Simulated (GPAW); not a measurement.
A self-consistent single point of FeO (Fm-3m, 4 atoms in the cell) with GPAW.

Level of theory: PBE, GPAW PAW datasets PBE (gpaw-data 1.0.1) (plane waves; GPAW 25.7.0).

The change in words: lattice scaled by 0.98. Reference geometry:
```
CELL_PARAMETERS angstrom
      4.34386     2.17193     2.17193
      2.17193     4.34386     2.17193
      2.17193     2.17193     4.34386
ATOMIC_POSITIONS crystal
  Fe 0.00000 0.00000 0.00000
  Fe 0.50000 0.50000 0.50000
  O  0.25000 0.25000 0.25000
  O  0.75000 0.75000 0.75000
```
Moments meant for the start (each program seeds them in its own way; μB, in the order of the atoms Fe Fe O O): 4.0 -4.0 0.0 0.0.

Reference input (self-consistent single point, DFT PBE, plane waves, GPAW PAW datasets PBE (gpaw-data 1.0.1)): spinpol = true; mode = pw; ecut = 900 eV; xc = PBE; kpts = 7 7 7; mesh shift (steps) = 0 0 0; occupations.name = fermi-dirac; occupations.width = 0.02 eV; nbands = -4; convergence.density = 1e-05 e/electron; convergence.energy = 1e-05 eV/electron; convergence.bands = -2. This run's input differs from it in these lines:

```diff
@@ -5,5 +5,5 @@
 atoms = Atoms(['Fe', 'Fe', 'O', 'O'],
-              cell=[[4.343856, 2.171928, 2.171928],
-                    [2.171928, 4.343856, 2.171928],
-                    [2.171928, 2.171928, 4.343856]],
+              cell=[[4.256979, 2.128489, 2.128489],
+                    [2.128489, 4.256979, 2.128489],
+                    [2.128489, 2.128489, 4.256979]],
               scaled_positions=[[0.000000, 0.000000, 0.000000],
```

Output (repeated stretches shortened):

```
     iter     time        total  log10-change:  magmom
                         energy   eigst   dens
iter:   1 --:--:--   -33.073870   +0.32           -0.0000
iter:   2 --:--:--   -32.746912   -0.95  -1.01    -0.0000
iter:   3 --:--:--   -31.782823   -0.37  -1.07    -0.0000
iter:   4 --:--:--   -31.757666   -1.64  -1.38    -0.0000
iter:   5 --:--:--   -31.910600   -0.92  -1.53    +0.0000
   [... 8 lines left out ...]
iter:  14 --:--:--   -31.765498   -4.07  -2.76    +0.0000
iter:  15 --:--:--   -31.763972   -2.80  -2.77    +0.0000
iter:  16 --:--:--   -31.763492   -4.31  -3.17    +0.0000
   [... lines left out ...]
iter:  40 --:--:--   -31.763550c  -7.71c -4.65    -0.0000
iter:  41 --:--:--   -31.763551c  -6.89  -4.68    -0.0000
iter:  42 --:--:--   -31.763550c  -7.25  -4.38    -0.0000
iter:  43 --:--:--   -31.763550c  -7.71c -4.71    +0.0000
iter:  44 --:--:--   -31.763549c  -7.91c -4.77    -0.0000
iter:  45 --:--:--   -31.763549c  -8.38c -4.79    +0.0000
iter:  46 --:--:--   -31.763549c  -8.26c -4.81    -0.0000
iter:  47 --:--:--   -31.763549c  -8.71c -4.94    -0.0001
iter:  48 --:--:--   -31.763549c  -8.84c -4.94    -0.0000
iter:  49 --:--:--   -31.763549c  -8.71c -4.99    -0.0000
iter:  50 --:--:--   -31.763549c  -8.92c -5.18c   -0.0000
Converged after 50 iterations.

Dipole moment: (0.000000, 0.000000, 0.000000) |e|*Ang

Total magnetic moment: (0.000000, 0.000000, -0.000037)
Local magnetic moments:
   0 Fe ( 0.000000,  0.000000,  3.354791)
   1 Fe ( 0.000000,  0.000000, -3.354824)
   2 O  ( 0.000000,  0.000000, -0.000000)
   3 O  ( 0.000000,  0.000000, -0.000000)

Energy contributions relative to reference atoms: (reference = -73320.613802)

Kinetic:        +62.371300
Potential:      -54.894755
External:        +0.000000
XC:             -39.749843
Entropy (-ST):   -0.005349
Local:           +0.512422
SIC:             +0.000000
--------------------------
Free energy:    -31.766224
Extrapolated:   -31.763549

Spin contamination: 3.548125 electrons
Showing only first 2 kpts
                      Up                     Down
   [... lines left out ...]
Fermi level: 9.83006
No gap
   [... lines left out ...]
Energy (eV): -31.763549

Forces in eV/Ang:
  0 Fe    0.00000    0.00000    0.00000
  1 Fe    0.00000    0.00000   -0.00000
  2 O     0.00000    0.00000    0.00000
  3 O    -0.00000   -0.00000   -0.00000

Stress tensor:
    -0.043775    -0.023318    -0.023318
    -0.023318    -0.043775    -0.023318
    -0.023318    -0.023318    -0.043775
Stress (GPa, Voigt): [-7.0135 -7.0135 -7.0135 -3.7359 -3.7359 -3.7359]
```

The run converged in 50 iterations. GPAW prints stress with tension positive. Against the reference run the free energy goes up by 4.7 meV/atom.

At such cutoffs GPAW's stress carries a finite-basis (Pulay) error, which enters relaxed cells too; its log prints stress with tension positive.

The starting cell has typed, rounded lattice constants, without a prior relaxation at this level. Its lattice was rescaled by a random factor within 2.5 % of one. For this run, on top of that: lattice scaled by 0.98. The magnetic order is the one reached from the typed start; others were not searched systematically.

Cost on one core of a shared machine: roughly 10 min.
